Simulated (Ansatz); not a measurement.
This Ansatz (a quantum-chemistry and plane-wave program) input is the reference run, BeSe in the zinc blende structure (space group F-43m, No. 216), computed with PBEsol in Ansatz (plane waves to 420 eV, PAW, no spin-orbit coupling):

Ansatz 0.2 input:
```yaml
crystal:
  lattice:
    - [0, 2.5644539834, 2.5644539834]
    - [2.5644539834, 0, 2.5644539834]
    - [2.5644539834, 2.5644539834, 0]
  atoms:
    - { symbol: Be, position: [0, 0, 0] }
    - { symbol: Se, position: [0.25, 0.25, 0.25] }
basis: { ecutwfc: 420, ecutrho_ratio: 4, xc_grid: 2, fft_grid_basis: typed }
kpoints: { mp_grid: { grid: [11, 11, 11] } }
hamiltonian:
  xc: pbesol
  dispersion: none
  pseudopotentials: { kind: paw }
scf: { occupations: { method: fermi_dirac, width: 0.05 }, convergence: { dr2_threshold: 0.0000000002 } }
output: { forces: true, stress: true }
checkpoint: { write: state.ck, write_every: 1000 }
```

Problem. Write the input for this change: biaxial strain −0.50 %, plane normal [001], relaxed out of plane (Cartesian); in-plane vectors clamped, the third vector and the atoms free.

Solution. 
Ansatz 0.2 input:
```yaml
crystal:
  lattice:
    - [3.6085521754, 0, 0]
    - [0, 3.6085521754, 0]
    - [1.8042760877, -1.8042760877, 2.5708651184]
  atoms:
    - { symbol: Be, position: [0, 0, 0] }
    - { symbol: Se, position: [0.75, 0.75, 0.5] }
basis: { ecutwfc: 420, ecutrho_ratio: 4, xc_grid: 2, fft_grid_basis: typed }
kpoints: { mp_grid: { grid: [11, 11, 11] } }
hamiltonian:
  xc: pbesol
  dispersion: none
  pseudopotentials: { kind: paw }
scf: { occupations: { method: fermi_dirac, width: 0.05 } }
relax: { f_tol: 0.005, max_steps: 50, cell: { stress_tol: 0.01, fix: [a, b, gamma] } }
output: { forces: true, stress: true }
checkpoint: { write: state.ck, write_every: 1000 }
```
This is the input that was run; other choices of cell and start would serve too.

Whether these cells are dynamically stable was not tested.
